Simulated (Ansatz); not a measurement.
Start from MgSe in the rock salt structure (space group Fm-3m, No. 225; a = 5.4722 Å). Axes: x, y, z lie along the cube axes.

Method: plane-wave PAW DFT at the r2SCAN level (Ansatz, a program for electronic structure, 500 eV), without spin-orbit coupling.

Free-standing slabs (2 atom(s) a layer) normal to the z axis with 15 Å of vacuum; in-plane cell held at bulk.

One change was made to it. Results:

| quantity | base | after |
|---|---|---|
| band gap | 2.48 eV | 2.53 eV |
| gap character | – | indirect, Γ–X (50 % along) → M |

What was done to the base?
A. 4 layers
B. 2 layers
C. 6 layers
D. 3 layers
E. 1 layer

D, 3 layers. For comparison, the gap character in the other runs: 1 layer gives direct at M; 2 layers gives indirect, k = (0, 1/3, 0) in the run's primitive reciprocal basis → M; 4 layers gives indirect, Γ–X (29 % along) → M; 6 layers gives indirect, Γ → M.

Stability against distortions was not tested. k-point labels follow each cell's own Brillouin zone.
